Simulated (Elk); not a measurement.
Worked example: self-consistent single point of LaP2Ru2 (P1, 5 atoms in the cell) in Elk.

Level of theory: PBEsol, all-electron FP-LAPW, Elk's shipped species files, default APW+lo basis (Elk 10.2.4).

The change in words: lattice scaled by 0.98. Reference geometry:
```
La(PRu)2
1.0
   -2.01272     2.01272     5.47562
    2.01272    -2.01272     5.47562
    2.01272     2.01272    -5.47562
La P Ru
1 2 2
Cartesian
  0.05887   0.01360  -0.11141
 -0.01582  -0.01662   7.14600
 -0.00132   0.00847   3.90988
 -0.01349   2.00672   2.70278
  1.98448   0.00055   2.77962
```

Reference input (self-consistent single point, DFT, PBEsol, all-electron FP-LAPW, Elk's shipped species files, default APW+lo basis): xctype = 22; rgkmax = 7; stype = 3; swidth = 0.00183747 Ha; ngridk = 4 4 6; rmtscf = 0.83. This run's input differs from it in these lines:

```diff
@@ -19,8 +19,8 @@
 scale
-  11.66200081
+  11.42876033
 
 avec
-   -0.3261430159    0.3261430159    0.8872775588
-    0.3261430159   -0.3261430159    0.8872775588
-    0.3261430159    0.3261430159   -0.8872775588
+   -0.3261430789    0.3261430789    0.8872775125
+    0.3261430789   -0.3261430789    0.8872775125
+    0.3261430789    0.3261430789   -0.8872775125
```

Output (repeated stretches shortened):

```
│ Self-consistent loop started │
│ Loop number : 1 │
 total energy                :     -18229.4275188
│ Loop number : 2 │
 total energy                :     -18230.4584250
RMS change in Kohn-Sham potential (target) :   0.3509646491     (  0.1000000000E-05)
Absolute change in total energy (target)   :    1.030906193     (  0.1000000000E-03)
│ Loop number : 3 │
 total energy                :     -18230.0079003
RMS change in Kohn-Sham potential (target) :   0.3491387577     (  0.1000000000E-05)
Absolute change in total energy (target)   :   0.1927981941     (  0.1000000000E-03)
│ Loop number : 4 │
   [... lines left out ...]
Absolute change in total energy (target)   :   0.1472017040E-02 (  0.1000000000E-03)
│ Loop number : 16 │
 total energy                :     -18236.9229322
RMS change in Kohn-Sham potential (target) :   0.3629945331E-05 (  0.1000000000E-05)
Absolute change in total energy (target)   :   0.5458698761E-03 (  0.1000000000E-03)
│ Loop number : 17 │
 total energy                :     -18236.9230929
RMS change in Kohn-Sham potential (target) :   0.7678323880E-06 (  0.1000000000E-05)
Absolute change in total energy (target)   :   0.2414471965E-04 (  0.1000000000E-03)
Convergence targets achieved

│ Loop number : 18 │

Energies :
 Fermi                       :     0.474743006015
 total energy                :     -18236.9230451

Density of states at Fermi energy :    76.51941589
 (states/Hartree/unit cell)

Estimated indirect band gap :   0.6256390030E-03
 from k-point     21 to k-point     63
Estimated direct band gap   :   0.1522996400E-01
 at k-point     40

Charges :
 core                        :    122.0000000
 valence                     :    53.00000000
 interstitial                :    13.55283088
 muffin-tins (core leakage)
  species :    1 (La)
   atom    1                 :    53.32843889     (  0.2835060935E-02)
  species :    2 (P)
   atom    1                 :    12.32375678     (  0.2817770678E-02)
   atom    2                 :    12.29900016     (  0.2807671886E-02)
  species :    3 (Ru)
   atom    1                 :    41.74783659     (  0.1791203900E-05)
   atom    2                 :    41.74813672     (  0.1791260644E-05)
 total in muffin-tins        :    161.4471691
 total calculated charge     :    174.9962817
 total charge                :    175.0000000
 error                       :   0.3718339489E-02

│ Self-consistent loop stopped │
```

The run converged in 18 iterations. The count includes the last loop, which Elk runs after its targets are met. Against the reference run the free energy rises by 46.6 meV/atom.

The starting cell comes from a database of computed structures (which also holds hypothetical and non-ambient phases and stackings), without a prior relaxation at this level. Its atoms were displaced at random from the sites of space group no. 139. For this run, on top of that: lattice scaled by 0.98. Spin polarisation is off. Values depend on the basis (sphere radii, cutoffs, local orbitals), which need not be converged. The log's line on a gap gives a spacing of levels on this mesh, which the program prints for metals too.

Cost on one core of a shared machine: roughly 2 min.
